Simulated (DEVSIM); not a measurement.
Structure: Schottky contact on n-type Si, at 350 K.

```
layer (left to right)  material  thickness (μm)  Nd (cm⁻³)  τn (s)  τp (s)
---------------------  --------  --------------  ---------  ------  ------
1                            Si           0.660     5.1e15    3e-6    3e-6
2                            Si            1.20     2.8e18    3e-6    3e-6
```

Left contact: Schottky, work function 4.55 eV, emission velocity 2.6e6 cm/s. Right contact: ohmic. Voltage is applied to the left contact. Recombination: SRH at mid-gap, Auger. Gap narrowing is on: ΔEg = 6.92 meV × (l + √(l² + 0.5)), l = ln(N/1.3e17 cm⁻³), shared equally by both band edges. Mobility is μmin + (μ − μmin)/(1 + (N/Nref)^α).

This is a model device: material constants are rounded textbook-type values typed into the input, and sizes, dopings and lifetimes were drawn at random. Values at 300 K; Nc and Nv go as T^1.5, mobilities as T to minus their exponent, the gap by Varshni's rule with the affinity fixed.

```
parameter               Si
----------------  --------
gap (eV)             1.124
affinity (eV)         4.05
permittivity          11.7
Nc (cm⁻³)          2.86e19
Nv (cm⁻³)           3.1e19
μn (cm²/Vs)           1417
μp (cm²/Vs)            470
μn,min                  52
μp,min                  45
Nref,n              9.7e16
Nref,p              2.2e17
αn                    0.68
αp                    0.72
T exponent of μn       2.3
T exponent of μp       2.2
Cn (cm⁶/s)         2.8e-31
Cp (cm⁶/s)         9.9e-32
Varshni α (eV/K)  0.000473
Varshni β (K)          636
```

DEVSIM, 1D drift-diffusion, Boltzmann statistics, complete ionisation; no tunnelling, impact ionisation, image-force lowering or self-heating. Metal contacts follow the ideal Schottky-Mott rule: no Fermi-level pinning, no interface dipoles.

The metal work function was swept, all else fixed.

| metal work function (eV) | potential step across the device at zero bias (V) |
|---|---|
| 4.4 | 0.251 |
| 4.45 | 0.301 |
| 4.5 | 0.351 |
| 4.55 | 0.401 |
| 4.6 | 0.451 |
| 4.65 | 0.501 |
| 4.7 | 0.551 |
| 4.75 | 0.601 |

From the first row to the last the potential step across the device at zero bias goes from 0.251 to 0.601.
